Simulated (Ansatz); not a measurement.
Take Au in the fcc (Cu type) structure (space group Fm-3m, No. 225) as the base.

```
CELL_PARAMETERS angstrom
      0.00000     2.07863     2.07863
      2.07863     0.00000     2.07863
      2.07863     2.07863     0.00000
ATOMIC_POSITIONS crystal
  Au 0.00000 0.00000 0.00000
```

Level of theory: PBE (Ansatz, a first-principles code), no spin-orbit coupling, earlier PAW set.

For the base:

| Item | Value |
|---|---|
| Volume per atom | 17.96 Å³ |

Now apply this change: full substitution Au → Cu; the structure is relaxed again.

Tabulated Pauling electronegativity and covalent radius: Au 2.54, 1.36 Å; Cu 1.90, 1.32 Å.

**Question.** Predict the new volume per atom.

**Answer.** The volume per atom shrinks by 6.016 Å³, from 17.96 Å³ to 11.95 Å³.

Whether these cells are dynamically stable was not tested. The final runs are not spin-polarised.
